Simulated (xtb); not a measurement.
xtb 6.7.1, GFN2-xTB: [C]1=CC=CCC1, charge +1, multiplicity 1, 13 atoms. The geometry is a generated start, not checked to be a minimum at this level.

run flags: --grad
method: GFN2-xTB
--acc: 1 (default)
--etemp (K): 300 (default)
basis functions: 31
valence electrons: 30

```xyz
13

C      0.0999    -1.3087    -0.3736
C      1.3268    -1.0096    -0.4893
C      1.4898     0.4471    -0.1189
C      0.4301     1.1485     0.2431
C     -0.9599     0.6361     0.3332
C     -1.1995    -0.9195    -0.0630
H      2.1955    -1.5718    -0.7762
H      2.4987     0.8189    -0.1796
H      0.5467     2.1934     0.5072
H     -1.6021     1.2285    -0.3224
H     -1.3176     0.7607     1.3583
H     -1.8843    -0.9754    -0.9112
H     -1.6241    -1.4483     0.7927
```

Charge 1 and multiplicity 1 are set for this test and not shown to be the ground state.

One run each on 1 thread. Values of broydamp tried: 0.02, 0.05, 0.1, 0.2, 0.4 (default), 0.6, 0.8, 1.

Predict the course of the SCC iterations along this series.

Fewest SCC iterations, within one of each other: 0.2 with 12, 0.4 (default) with 12, 0.6 with 13. The count rises to 18 at 0.02. All converge to one solution.

```tsv
broydamp	SCC iterations	end
0.02	18	same solution
0.05	17	same solution
0.1	15	same solution
0.2	12	same solution
0.4 (default)	12	same solution
0.6	13	same solution
0.8	15	same solution
1	15	same solution
```
